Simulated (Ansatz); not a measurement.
The structure below was relaxed with plane-wave PAW DFT at the r2SCAN level (Ansatz, a program for electronic structure, 500 eV), no SOC, at pressure −1 GPa.

```yaml
crystal:
  lattice:
    - [2.70741, 0.00000, 0.00000]
    - [-1.35370, 2.34468, 0.00000]
    - [0.00000, 0.00000, 4.26389]
  atoms:
    - { symbol: Ru, position: [0.66667, 0.33333, 0.75000] }
    - { symbol: Ru, position: [0.33333, 0.66667, 0.25000] }
```

**Question.** Find the space group and the Wyckoff positions.

**Answer.** Space group P6₃/mmc (No. 194); a = b = 2.707 Å, c = 4.264 Å, α = β = 90.00°, γ = 120.00°

```json
[
 {"atom": "Ru", "site": "2c", "symmetry": "-6m2", "x": "0.3333", "y": "0.6667", "z": "0.2500"}
]
```

**Question.** Describe the coordination.

**Answer.** The crystal has 2 atoms in its conventional cell. Lattice parameters: a = b = 2.7074 Å, c = 4.2639 Å, α = β = 90.00°, γ = 120.00°. Ru is coordinated by 12 Ru at 2.644–2.707 Å (anticuboctahedral). (Neighbours: up to the widest gap in distance over summed covalent radii, below 1.35, at either atom.)

Load acts through the strain it causes; cell and atoms are relaxed under it. Stability against distortions was not tested. All final runs are without spin polarisation. The cell was made from Ru in the hcp (Mg type) structure (space group P6_3/mmc, No. 194) by this change: pressure −1 GPa.
